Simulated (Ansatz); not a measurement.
System: Sr2TaNO3 (Immm, No. 71, 7 atoms in the cell; start mp-1218704). Method: r²SCAN (Ansatz, a quantum-chemistry and plane-wave program, plane waves, PAW).

Numerical settings: plane-wave cutoff 560 eV, 12×12×12 k mesh, Fermi–Dirac smearing 0.01 eV, scalar-relativistic PAW data made under PBE.

Cell (relaxed with PBEsol):

```xyz
7
Lattice="-1.9957 2.0251 6.2758 1.9957 -2.0251 6.2758 1.9957 2.0251 -6.2758" Properties=species:S:1:pos:R:3 pbc="T T T"
Sr     0.0000     0.0000     8.0926
Sr     0.0000     0.0000     4.4589
Ta     0.0000     0.0000     0.0000
N      0.0000     2.0251     0.0000
O      0.0000     0.0000    10.5252
O      0.0000     0.0000     2.0263
O      1.9957     0.0000     0.0000
```

Predict the band gap.


- band gap: 1.04 eV

Note: cell and atoms aren't relaxed at this level (largest force component 0.09 eV/Å, pressure 1.9 GPa).

Spin–orbit coupling is not included.

The computed numbers hold no vibrational or temperature effects.

A start named mp-… is a Materials Project structure, which need not be a measured phase.
